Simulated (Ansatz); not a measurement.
The (21-30) face of hcp Cd can be cut between different planes. Symmetric, stoichiometric slabs relaxed in the 1x1 cell (45.9 Å²): top plane Cd, 0.33 Å over the next in the ideal cut; top plane Cd, 0.66 Å over the next in the ideal cut.

Method: PBE (plane waves to 420 eV, PAW; Ansatz, a first-principles code).

**Question.** Order them by surface energy (lowest first) at the level PBE.

**Answer.** the cut with an outer spacing of 0.33 Å (0.46 J/m²), the cut with an outer spacing of 0.66 Å (0.55 J/m²)
